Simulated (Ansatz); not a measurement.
Worked example: self-consistent single point of MgCrF₆ (P1, 8 atoms in the cell) in Ansatz (an electronic-structure program).

Method of the run: LDA (PW92), PAW files made with PBE (plane waves; Ansatz).

```
CELL_PARAMETERS angstrom
      5.06133     0.00000     0.00000
      2.50679     4.40367     0.00000
      2.46240     1.49071     4.72741
ATOMIC_POSITIONS crystal
  Mg 0.20110 0.18641 0.42575
  Cr 0.99804 0.99877 0.99882
  F  0.80415 0.08010 0.75409
  F  0.35677 0.81144 0.74865
  F  0.96612 0.61126 0.22281
  F  0.61529 0.20833 0.22069
  F  0.20575 0.96148 0.21999
  F  0.07896 0.35649 0.75444
```

Reference input (self-consistent single point, DFT, LDA (PW92), plane waves, PAW files made with PBE): kpoints.mp_grid.grid = 4 4 4; hamiltonian.xc = lda; hamiltonian.pseudopotentials = {kind: paw} (the program's default PAW files); magnetization.spin_polarized = true; scf.occupations.method = gaussian; scf.occupations.width = 0.05 eV. This run's input differs from it in these lines:

Ansatz 0.2 input:
```diff
@@ -7,3 +7,3 @@
     - { symbol: Mg, position: [0.20110000, 0.18641000, 0.42575000] }
-    - { symbol: Cr, position: [0.99804000, 0.99877000, 0.99882000], spin: 3.0 }
+    - { symbol: Cr, position: [0.99804000, 0.99877000, 0.99882000] }
     - { symbol: F, position: [0.80415000, 0.08010000, 0.75409000] }
@@ -22,4 +22,2 @@
     kind: paw
-magnetization:
-  spin_polarized: true
 scf:
```

Output (repeated stretches shortened):

```
SCF iter   1: F=—  HF=-9996.165855 eV  |F-HF|=—  |Δ(HF+E_count)|=         —  Δρ=1.93e-1  dr2=4.32e1  ethr=3.10e-3  ⟨swp⟩=6.1  Hψ=6476  notcnv=0  defer=1
all-band conjugate gradients solve this SCF's bands
preconditioner: auto → LDOS
SCF iter   2: F=—  HF=-9993.371441 eV  |F-HF|=—  |Δ(HF+E_count)|=    2.79e0  Δρ=1.08e-1  dr2=7.29e0  ethr=3.10e-3  ⟨swp⟩=4.2  Hψ=3414  notcnv=0  defer=63
   [... lines left out ...]
SCF iter  19: F=—  HF=-9991.675943 eV  |F-HF|=—  |Δ(HF+E_count)|=   1.18e-6  Δρ=1.96e-4  dr2=1.24e-5  ethr=9.10e-9  ⟨swp⟩=1.0  Hψ=1417  notcnv=0  defer=59
SCF iter  20: F=—  HF=-9991.675942 eV  |F-HF|=—  |Δ(HF+E_count)|=   8.80e-7  Δρ=5.36e-5  dr2=1.00e-6  ethr=9.10e-9  ⟨swp⟩=1.0  Hψ=1417  notcnv=0  defer=59
SCF iter  21: F=—  HF=-9991.675942 eV  |F-HF|=—  |Δ(HF+E_count)|=   3.28e-8  Δρ=3.06e-5  dr2=3.57e-7  ethr=1.52e-9  ⟨swp⟩=1.0  Hψ=1427  notcnv=0  defer=59
SCF iter  22: F=-9991.675942 eV  HF=-9991.675942 eV  |F-HF|=1.97e-8  |Δ(HF+E_count)|=  7.80e-10  Δρ=9.47e-6  dr2=5.95e-8  ethr=1.52e-10  ⟨swp⟩=10.8  Hψ=6218  notcnv=0
SCF 1 converged in 22 iterations: F = -9991.675942 eV  dr2 = 5.95e-8
Free energy (F): -9991.675942 eV
Internal energy: -9991.631617 eV  (E = F + TS)
E sigma→0 (E₀):  -9991.653780 eV
Entropy (-TS):   -0.044324 eV (-5.541 meV/atom)
Fermi energy:    2.990017 eV
--- Forces (eV/Å), atoms counted from 1 ---
  atom   1  Mg    -0.08248831     0.08546778     0.13685878
  atom   2  Cr     0.15750445     0.15004744    -0.23364879
  atom   3  F      0.29803788    -0.07644912     0.19970455
  atom   4  F     -0.19646852     0.30613097     0.39175036
  atom   5  F      0.08335129     0.23778627    -0.21578725
  atom   6  F      0.23735802    -0.43656559    -0.30237041
  atom   7  F     -0.29395205    -0.02271416    -0.18801411
  atom   8  F     -0.20336149    -0.24371220     0.21147804
--- Stress (GPa, compression-positive) ---
       -3.775208       0.283787       0.264704
        0.283790      -4.214352      -0.446525
        0.264701      -0.446519      -5.039692
  P = ⅓ Tr σ = -4.3431 GPa (-43.431 kbar)
  The stress holds the Pulay correction. Without it, at fixed plane waves, as pw.x and ABINIT print it: P = -4.9577 GPa
```

The run converged in 22 iterations. Against the reference run the free energy rises by 101 meV/atom, the pressure goes from -3.92 to -4.34 GPa, the largest force goes from 0.469 to 0.582 eV/Å and the net moment of 0.25 μB/atom is absent without spin.

The starting cell comes from a database of computed structures (which also holds hypothetical and non-ambient phases and stackings), without a prior relaxation at this level. Its lattice was rescaled by a random factor within 2.5 % of one. Spin polarisation is off, so a magnetic state, if there is one, cannot be reached. With a pressure of about -4 GPa the cell is away from its equilibrium volume at this level. Ansatz's pressure includes its estimate of the finite-basis (Pulay) stress. Without the estimate this run gives -4.96 GPa.
